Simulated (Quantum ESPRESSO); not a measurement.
A self-consistent single point of BaS (Fm-3m, 2 atoms in the cell) with Quantum ESPRESSO.

Method of the run: PBE, PSlibrary PAW (PBE) pseudopotentials (plane waves; Quantum ESPRESSO).

The change in words: lattice scaled by 0.98. Reference geometry:
```yaml
crystal:
  lattice:
    - [-3.19500, 0.00000, 3.19500]
    - [0.00000, 3.19500, 3.19500]
    - [-3.19500, 3.19500, 0.00000]
  atoms:
    - { symbol: Ba, position: [0.00000, 0.00000, 0.00000] }
    - { symbol: S, position: [0.50000, 0.50000, 0.50000] }
```

Reference input (self-consistent single point, DFT, PBE, plane waves, PSlibrary PAW (PBE) pseudopotentials): ecutwfc = 45 Ry; ecutrho = 270 Ry; occupations = smearing; smearing = fermi-dirac; degauss = 0.000734986 Ry; potentials = {Ba: Ba.pbe-spn-kjpaw_psl.1.0.0.UPF, S: S.pbe-n-kjpaw_psl.1.0.0.UPF}; K_POINTS = automatic 7 7 7 0 0 0; conv_thr = 1e-10 Ry; mixing_beta = 0.3. This run's input differs from it in these lines:

```diff
@@ -10,3 +10,3 @@
    ibrav = 2,
-   celldm(1) = 12.0753499364,
+   celldm(1) = 11.8338429376,
    nat = 2,
```

Output (repeated stretches shortened):

```
     Self-consistent Calculation

     iteration #  1     ecut=    45.00 Ry     beta= 0.30

     Threshold (ethr) on eigenvalues was too large:
     Diagonalizing with lowered threshold

     total energy              =    -502.76449707 Ry
     estimated scf accuracy    <       0.12675262 Ry

     iteration #  2     ecut=    45.00 Ry     beta= 0.30

     total energy              =    -502.77517207 Ry
     estimated scf accuracy    <       0.01592161 Ry

     iteration #  3     ecut=    45.00 Ry     beta= 0.30

     total energy              =    -502.77804943 Ry
     estimated scf accuracy    <       0.00314137 Ry

   [... 6 blocks of this kind left out ...]

     iteration # 10     ecut=    45.00 Ry     beta= 0.30

     total energy              =    -502.77840208 Ry
     estimated scf accuracy    <       0.00000001 Ry

     iteration # 11     ecut=    45.00 Ry     beta= 0.30
     End of self-consistent calculation

     the Fermi energy is     7.9604 ev

!    total energy              =    -502.77840208 Ry
     estimated scf accuracy    <          6.1E-11 Ry
     smearing contrib. (-TS)   =       0.00000000 Ry
     internal energy E=F+TS    =    -502.77840208 Ry

     convergence has been achieved in  11 iterations

     Forces acting on atoms (cartesian axes, Ry/au):

     atom    1 type  1   force =     0.00000000    0.00000000   -0.00000000
     atom    2 type  2   force =     0.00000000    0.00000000    0.00000000

     Total force =     0.000000     Total SCF correction =     0.000000

          total   stress  (Ry/bohr**3)                   (kbar)     P=       42.32
   0.00028766   0.00000000   0.00000000           42.32        0.00        0.00
   0.00000000   0.00028766  -0.00000000            0.00       42.32       -0.00
   0.00000000  -0.00000000   0.00028766            0.00       -0.00       42.32

   JOB DONE.
```

The run converged in 11 iterations. Against the reference run the free energy rises by 30.8 meV/atom, the pressure goes from 1.04 to 4.23 GPa and the gap on the mesh goes from 2.206 to 2.101 eV.

The starting cell has typed, rounded lattice constants, without a prior relaxation at this level. For this run, on top of that: lattice scaled by 0.98. With a pressure of about 4 GPa the cell is away from its equilibrium volume at this level.
